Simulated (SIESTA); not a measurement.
# A series of runs on MgW4O12 (P-4, 17 atoms in the cell)

```xyz
17
Lattice="5.3816 0.0000 0.0000 0.0000 5.3816 0.0000 0.0000 0.0000 7.8130" Properties=species:S:1:pos:R:3 pbc="T T T"
Mg     0.0000     0.0000     3.9065
W      0.0000     2.6908     5.8886
W      2.6908     0.0000     1.9244
W      2.6908     0.0000     5.8750
W      0.0000     2.6908     1.9380
O      0.9685     4.3951     5.6655
O      4.3951     4.4131     2.1475
O      4.4131     0.9865     5.6655
O      0.9865     0.9685     2.1475
O      3.7040     3.7657     5.8749
O      3.7657     1.6776     1.9382
O      1.6776     1.6159     5.8749
O      1.6159     3.7040     1.9382
O      0.0000     2.6908     0.0391
O      2.6908     0.0000     7.7740
O      2.6908     0.0000     3.9328
O      0.0000     2.6908     3.8803
```
Moments meant for the start (each program seeds them in its own way; μB, in the order of the atoms Mg W W W W O O O O O O O O O O O O): 0.0 1.0 1.0 0.0 0.0 0.0 0.0 0.0 0.0 0.0 0.0 0.0 0.0 0.0 0.0 0.0 0.0.

Base run A: GGA PBEsol+U, numerical atomic orbitals DZP, PseudoDojo PBEsol standard norm-conserving potentials (rewritten from UPF to PSML) (SIESTA), self-consistent single point.

Its settings: XC.functional = GGA; XC.authors = PBEsol; potentials = PseudoDojo PBEsol standard; PAO.BasisSize = DZP; PAO.EnergyShift = 0.01 Ry; MeshCutoff = 350 Ry; kgrid.MonkhorstPack = 3 3 3; OccupationFunction = MP; OccupationMPOrder = 0; ElectronicTemperature = 20 meV; Spin = polarized; DFTU.ProjectorGenerationMethod = 2; DFTU.CutoffNorm = 0.9; DFTU.FirstIteration = true; DFTU.proj = [W 1, n=5 2, 6.20 0.00, 0.00 0.00]; MaxSCFIterations = 150; SCF.Mixer.Method = Pulay; SCF.Mixer.Weight = 0.1; SCF.Mixer.History = 6; SCF.DM.Tolerance = 1.0E-04.

The starting cell comes from a database of computed structures (which also holds hypothetical and non-ambient phases and stackings), without a prior relaxation at this level. The magnetic order is the one reached from the typed start; others were not searched systematically. With U or open f shells several self-consistent states can exist. Values carry the incompleteness of an atom-centred basis. In the base run, with a pressure of about -9 GPa the cell is away from its equilibrium volume at this level. Without a gap this mesh is coarse (it stands for a supercell whose shortest vector is 16 Å).

ΔF is the free energy per atom less that of run A. 

Run A gave: pressure (GPa) -9.25; largest force (eV/Å) 0.871; size of the net moment (μB/atom) 0.12; Hubbard energy (eV/atom) 1.636.

Runs:
- B: lattice scaled by 0.97
- C: lattice scaled by 0.97; MeshCutoff: 350 Ry → 210 Ry
- D: lattice scaled by 0.985
- E: lattice scaled by 0.985; MeshCutoff: 350 Ry → 210 Ry
- F: lattice scaled by 1.015
- G: lattice scaled by 1.015; MeshCutoff: 350 Ry → 210 Ry
- H: lattice scaled by 1.03
- I: lattice scaled by 1.03; MeshCutoff: 350 Ry → 210 Ry
- J: MeshCutoff: 350 Ry → 210 Ry

What does run C change against A?

The free energy rises by 4.0 meV/atom, the pressure goes from -9.25 to 12.41 GPa, the largest force goes from 0.871 to 1.677 eV/Å and the size of the net moment stays at 0.12 μB/atom.

What does run E change against A?

The free energy goes down by 18.0 meV/atom, the pressure goes from -9.25 to 0.38 GPa, the largest force goes from 0.871 to 1.215 eV/Å and the size of the net moment stays at 0.12 μB/atom.

What does run B change against A?

The free energy rises by 4.7 meV/atom, the pressure goes from -9.25 to 12.26 GPa, the largest force goes from 0.871 to 1.663 eV/Å and the size of the net moment stays at 0.12 μB/atom.

```json
[
 {"run": "A", "ΔF (meV/atom)": "0.00", "pressure (GPa)": "-9.25", "largest force (eV/Å)": "0.871", "size of the net moment (μB/atom)": "0.12", "Hubbard energy (eV/atom)": "1.636"},
 {"run": "B", "ΔF (meV/atom)": "4.7", "pressure (GPa)": "12.26", "largest force (eV/Å)": "1.663", "size of the net moment (μB/atom)": "0.12", "Hubbard energy (eV/atom)": "1.648"},
 {"run": "C", "ΔF (meV/atom)": "4.0", "pressure (GPa)": "12.41", "largest force (eV/Å)": "1.677", "size of the net moment (μB/atom)": "0.12", "Hubbard energy (eV/atom)": "1.648"},
 {"run": "D", "ΔF (meV/atom)": "-17.1", "pressure (GPa)": "0.35", "largest force (eV/Å)": "1.268", "size of the net moment (μB/atom)": "0.12", "Hubbard energy (eV/atom)": "1.644"},
 {"run": "E", "ΔF (meV/atom)": "-18.0", "pressure (GPa)": "0.38", "largest force (eV/Å)": "1.215", "size of the net moment (μB/atom)": "0.12", "Hubbard energy (eV/atom)": "1.644"},
 {"run": "F", "ΔF (meV/atom)": "50.2", "pressure (GPa)": "-16.82", "largest force (eV/Å)": "0.599", "size of the net moment (μB/atom)": "0.12", "Hubbard energy (eV/atom)": "1.626"},
 {"run": "G", "ΔF (meV/atom)": "49.2", "pressure (GPa)": "-16.76", "largest force (eV/Å)": "0.602", "size of the net moment (μB/atom)": "0.12", "Hubbard energy (eV/atom)": "1.626"},
 {"run": "H", "ΔF (meV/atom)": "128.1", "pressure (GPa)": "-22.81", "largest force (eV/Å)": "0.760", "size of the net moment (μB/atom)": "0.12", "Hubbard energy (eV/atom)": "1.612"},
 {"run": "I", "ΔF (meV/atom)": "127.2", "pressure (GPa)": "-22.69", "largest force (eV/Å)": "0.764", "size of the net moment (μB/atom)": "0.12", "Hubbard energy (eV/atom)": "1.612"},
 {"run": "J", "ΔF (meV/atom)": "-0.74", "pressure (GPa)": "-9.32", "largest force (eV/Å)": "0.880", "size of the net moment (μB/atom)": "0.12", "Hubbard energy (eV/atom)": "1.636"}
]
```
